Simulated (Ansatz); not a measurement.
Short convergence ladders for Fe3Ge (P4mm, 4 atoms in the cell)

```
Fe3Ge
1.0
    3.64952     0.00000     0.00000
    0.00000     3.64952     0.00000
    0.00000     0.00000     3.64952
Fe Ge
3 1
Cartesian
  0.05000   1.82476   1.82476
  1.82476   0.00000   1.82476
  1.82476   1.82476   0.00000
  0.00000   0.00000   0.00000
```
Moments meant for the start (each program seeds them in its own way; μB, in the order of the atoms Fe Fe Fe Ge): 4.0 4.0 4.0 0.0.

Base method: PBEsol, default PAW files made with PBE (plane waves; Ansatz, a program for electronic structure).

Base settings: basis.ecutwfc = 420 eV; kpoints.mp_grid.grid = 5 5 5; hamiltonian.xc = pbesol; hamiltonian.pseudopotentials = {kind: paw} (the program's default PAW files); magnetization.spin_polarized = true; scf.occupations.method = gaussian; scf.occupations.width = 0.1 eV.

The count of work is k-points × plane waves × bands × iterations; it is no time. 

**The cutoff for other potential files**

Level: DFT, PBEsol, plane waves, harder PAW files (source: ansatz) made with PBE.

In this ladder: hamiltonian.pseudopotentials = {kind: paw, source: ansatz}.

The second cell is the first with its lattice scaled by 0.98.

The mesh stays at the base's, so the ladder's end is converged at best in this setting alone.

The first pressure column holds Ansatz's estimate of the finite-basis (Pulay) stress, which hides part of the cutoff error; the other is without it.

Only quantities that move along the ladder and can be compared are tabulated.

| basis.ecutwfc | free energy less the last step's (meV/atom) | energy of the compressed cell less the first (meV/atom) | pressure (GPa) | pressure without the Pulay estimate (GPa) | largest difference of a force vector from the last step's (eV/Å) | count of work / last |
|---|---|---|---|---|---|---|
| 380 eV | 8250.74 | -146.66 | -23.47 | -464.64 | 0.494 | 0.11 |
| 465 eV | 1921.05 | 11.03 | -7.68 | -149.38 | 0.117 | 0.17 |
| 590 eV | 175.41 | -22.95 | -10.10 | -29.07 | 0.020 | 0.20 |
| 715 eV | 9.91 | -20.68 | -9.64 | -11.21 | 0.001 | 0.27 |
| 845 eV | 0.45 | -20.77 | -9.62 | -9.68 | 0.000 | 0.35 |
| 1015 eV | 0.11 | -20.77 | -9.62 | -9.62 | 0.000 | 0.46 |
| 1265 eV | 0.05 | -20.78 | -9.62 | -9.62 | 0.000 | 0.64 |
| 1690 eV | 0.00 | -20.78 | -9.62 | -9.62 | 0.000 | 1.0 |

Coarsest basis.ecutwfc that holds the free energy within 5 meV/atom of the last step, with all finer ones: 845 eV, at 0.35 of the last step's count of work; the step before is off by 9.9 meV/atom.

Coarsest basis.ecutwfc that holds the pressure within 0.05 GPa of the last step, with all finer ones: 715 eV, at 0.27 of the last step's count of work; the step before is off by 0.48 GPa.

Coarsest basis.ecutwfc that holds the forces within 0.01 eV/Å of the last step, with all finer ones: 715 eV, at 0.27 of the last step's count of work; the step before is off by 0.020 eV/Å.

The energy difference between the two cells stays within 1 meV/atom of the last step's from 715 eV on, the total only from 845 eV on: much of the error is common to both cells and cancels.

At the lowest cutoff the pressure without the Pulay estimate lies 455 GPa under the last step's, the usual sign of Pulay stress in an incomplete plane-wave basis.

**The density cutoff**

The mesh stays at the base's, so the ladder's end is converged at best in this setting alone.

Only quantities that move along the ladder and can be compared are tabulated.

```tsv
basis.ecutrho_ratio	free energy less the last step's (meV/atom)	pressure (GPa)
2	-8.68	-8.94
3	-0.20	-9.66
4	-0.02	-9.67
5	-0.01	-9.67
6	0.00	-9.67
8	0.00	-9.67
10	0.00	-9.67
12	0.00	-9.67
16	0.00	-9.67
```

Coarsest basis.ecutrho_ratio that holds the pressure within 0.2 GPa of the last step, with all finer ones: 3; the step before is off by 0.74 GPa.

Coarsest basis.ecutrho_ratio that holds the free energy within 0.5 meV/atom of the last step, with all finer ones: 3; the step before is off by 8.7 meV/atom.

**The relaxed cell against the cutoff**

On Fe3Ge (Pm-3m, 4 atoms in the cell): atoms on their sites.

In this ladder: relax = cell and atoms.

The mesh stays at the base's, so the ladder's end is converged at best in this setting alone.

Only quantities that move along the ladder and can be compared are tabulated.

```csv
basis.ecutwfc,relaxed volume (Å³/atom),relaxation steps
295 eV,11.702,20
355 eV,11.507,10
420 eV,11.506,5
505 eV,11.506,5
630 eV,11.505,5
840 eV,11.505,5
```

Coarsest basis.ecutwfc that holds the relaxed volume within 0.012 Å³/atom of the last step, with all finer ones: 355 eV; the step before is off by 0.20 Å³/atom.

At the lowest cutoff the cell relaxes to a volume 1.7 % larger than at the highest. Ansatz relaxes on a stress corrected for the finite basis.

On the base run: the starting cell comes from a database of computed structures (which also holds hypothetical and non-ambient phases and stackings), without a prior relaxation at this level. Its lattice was rescaled by up to half a per cent. One atom was moved a little off its site on purpose. The magnetic order is the one reached from the typed start; others were not searched systematically. Without a gap this mesh is coarse (it stands for a supercell whose shortest vector is 18 Å).

Left out of this page: 2 runs of the series failed or unconverged.

Keys are those of Ansatz 0.2.
